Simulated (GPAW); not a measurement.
**Input and output of a self-consistent single point for CdSe (F-43m, 2 atoms in the cell) (GPAW)**

Method: PBE, GPAW PAW datasets PBE (gpaw-data 1.0.1) (plane waves; GPAW 25.7.0).

Input as run:

```python
from ase import Atoms
from ase.units import GPa
from gpaw import GPAW

atoms = Atoms(['Cd', 'Se'],
              cell=[[0.000000, 3.025000, 3.025000],
                    [3.025000, 0.000000, 3.025000],
                    [3.025000, 3.025000, 0.000000]],
              scaled_positions=[[0.000000, 0.000000, 0.000000],
                                [0.250000, 0.250000, 0.250000]],
              pbc=True)

calc = GPAW(mode={'name': 'pw', 'ecut': 600},
            xc='PBE',
            kpts=(9, 9, 9),
            occupations={'name': 'fermi-dirac', 'width': 0.05},
            nbands=-6,
            convergence={'density': 1e-05, 'energy': 1e-05, 'bands': -4},
            symmetry={'symmorphic': False, 'tolerance': 0.0005},
            maxiter=120,
            txt='-')

atoms.calc = calc

energy = atoms.get_potential_energy()
print('Energy (eV):', round(energy, 6))
forces = atoms.get_forces()
print('Forces (eV/Ang):')
print(forces.round(5))
stress = atoms.get_stress()
print('Stress (GPa, Voigt):', (stress / GPa).round(4))
```

Output, abridged:

```
Input parameters:
  convergence: {bands: -4,
                density: 1e-05,
                energy: 1e-05}
  kpts: [9 9 9]
  maxiter: 120
  mode: {ecut: 600,
         name: pw}
  nbands: -6
  occupations: {name: fermi-dirac,
                width: 0.05}
  symmetry: {symmorphic: False,
             tolerance: 0.0005}
  xc: PBE

species:
  Cd:
    name: Cadmium
    Z: 48.0
    valence: 12
    core: 36
    charge: 0.0
    file: Cd.PBE.gz

    # Using partial waves for Cd as LCAO basis

  Se:
    name: Selenium
    Z: 34.0
    valence: 6
    core: 28
    charge: 0.0
    file: Se.PBE.gz

    # Using partial waves for Se as LCAO basis

Reference energy: -218276.650467  # eV

Spin-paired calculation

Convergence criteria:
 Maximum [total energy] change in last 3 cyles: 1e-05 eV / valence electron
 Maximum integral of absolute [dens]ity change: 1e-05 electrons / valence electron
 Maximum integral of absolute [eigenst]ate change: 4e-08 eV^2 / valence electron
 Maximum number of scf [iter]ations: 120

Symmetries present (total): 24
Symmetries with fractional translations: 0
729 k-points: 9 x 9 x 9 Monkhorst-Pack grid
35 k-points in the irreducible part of the Brillouin zone
       k-points in crystal coordinates                weights
   0:     0.00000000    0.00000000    0.00000000          1/729
   1:     0.11111111    0.11111111    0.00000000          6/729
   2:     0.11111111    0.11111111    0.11111111          8/729
   [... 7 lines left out ...]
          ...
  34:     0.44444444    0.44444444    0.44444444          8/729

Wave functions: Plane wave expansion
  Cutoff energy: 600.000 eV
  Number of coefficients (min, max): 1828, 1868
  Pulay-stress correction: 0.000000 eV/Ang^3 (de/decut=0.000000)

Occupation numbers: Fermi-Dirac:
  width: 0.0500  # eV

Eigensolver

Densities:
  Coarse grid: 25*25*25 grid
  Fine grid: 50*50*50 grid
  Total Charge: 0.000000

Density mixing:
  Method: separate
  Backend: pulay
  Linear mixing parameter: 0.05
  old densities: 5
  Damping of long wavelength oscillations: 50

Hamiltonian:
  XC and Coulomb potentials evaluated on a 50*50*50 grid
  External potential:
    NoExternalPotential

XC parameters: PBE with 2 nearest neighbor stencil

Number of atoms: 2
Number of atomic orbitals: 13
Number of bands in calculation: 15
Number of valence electrons: 18
Bands to converge: 11

Density initialized from atomic densities
  13 bands from LCAO basis set
  2 bands from random numbers

Atomic positions and initial magnetic moments

Positions:
   0 Cd     0.000000    0.000000    0.000000    ( 0.0000,  0.0000,  0.0000)
   1 Se     1.512500    1.512500    1.512500    ( 0.0000,  0.0000,  0.0000)

Unit cell:
           periodic     x           y           z      points  spacing
  1. axis:    yes    0.000000    3.025000    3.025000    25     0.1397
  2. axis:    yes    3.025000    0.000000    3.025000    25     0.1397
  3. axis:    yes    3.025000    3.025000    0.000000    25     0.1397

  Lengths:   4.277996   4.277996   4.277996
  Angles:   60.000000  60.000000  60.000000

Effective grid spacing dv^(1/3) = 0.1525

     iter     time        total  log10-change:
                         energy   eigst   dens
iter:   1 --:--:--    -5.998761   +0.41
iter:   2 --:--:--    -5.925419   -1.13  -1.18
iter:   3 --:--:--    -5.666032   -1.31  -1.21
iter:   4 --:--:--    -5.659532   -3.22  -1.63
iter:   5 --:--:--    -5.671752   -2.41  -1.66
iter:   6 --:--:--    -5.657059   -3.28  -2.25
iter:   7 --:--:--    -5.654583   -3.67  -2.65
iter:   8 --:--:--    -5.654449   -4.01  -2.93
iter:   9 --:--:--    -5.654469c  -5.55  -3.26
iter:  10 --:--:--    -5.654370c  -4.77  -3.34
iter:  11 --:--:--    -5.654369c  -6.92  -4.12
iter:  12 --:--:--    -5.654369c  -7.57c -4.20
iter:  13 --:--:--    -5.654369c  -7.98c -4.26
iter:  14 --:--:--    -5.654369c  -8.39c -4.49
iter:  15 --:--:--    -5.654369c  -8.47c -4.54
iter:  16 --:--:--    -5.654369c  -9.10c -5.10c

Converged after 16 iterations.

Dipole moment: (-3.260820, -3.260820, -3.260820) |e|*Ang

Energy contributions relative to reference atoms: (reference = -218276.650467)

Kinetic:        +21.462038
Potential:      -19.249318
External:        +0.000000
XC:              -7.918408
Entropy (-ST):   -0.000009
Local:           +0.051324
SIC:             +0.000000
--------------------------
Free energy:     -5.654374
Extrapolated:    -5.654369

Showing only first 2 kpts
 Kpt  Band  Eigenvalues  Occupancy
  0     7      3.80444    1.99854
  0     8      3.80444    1.99854
  0     9      4.43984    0.00826
  0    10      9.71719    0.00000

  1     7      3.51972    2.00000
  1     8      3.51972    2.00000
  1     9      5.61913    0.00000
  1    10      9.13737    0.00000

Fermi level: 4.16559

Gap: 0.635 eV
Transition (v -> c):
  (s=0, k=0, n=8, [0.00, 0.00, 0.00]) -> (s=0, k=0, n=9, [0.00, 0.00, 0.00])
No difference between direct/indirect transitions
Energy (eV): -5.654369

Forces in eV/Ang:
  0 Cd   -0.00000   -0.00000   -0.00000
  1 Se    0.00000    0.00000    0.00000

Stress tensor:
    -0.022219     0.000000     0.000000
     0.000000    -0.022219     0.000000
     0.000000     0.000000    -0.022219
Stress (GPa, Voigt): [-3.5598 -3.5598 -3.5598  0.      0.      0.    ]
```

The run converged in 16 iterations. GPAW prints stress with tension positive.

The starting cell has typed, rounded lattice constants, without a prior relaxation at this level. With a pressure of about 4 GPa the cell is away from its equilibrium volume at this level.
